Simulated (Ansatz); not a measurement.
We consider InGaP2 (R3m, No. 160, 4 atoms in the cell; start mp-1223642), described by LDA (plane waves, PAW; Ansatz, a quantum-chemistry and plane-wave program).

Numerical settings: plane-wave cutoff 520 eV, 10×10×10 k mesh, Fermi–Dirac smearing 0.01 eV, scalar-relativistic PAW data made under PBE.

Cell (relaxed at this level):

```xyz
4
Lattice="1.9818 1.1442 6.5045 -1.9818 1.1442 6.5045 0.0000 -2.2884 6.5045" Properties=species:S:1:pos:R:3 pbc="T T T"
In     0.0000     0.0000     9.7419
Ga     0.0000     0.0000    19.5132
P      0.0000     0.0000    17.1854
P      0.0000     0.0000     7.2220
```

What does this level give for the band gap?


- band gap = 0.68 eV

Spin–orbit coupling is not included.

Computed values are for the static lattice.

A start named mp-… is a Materials Project structure, which need not be a measured phase.
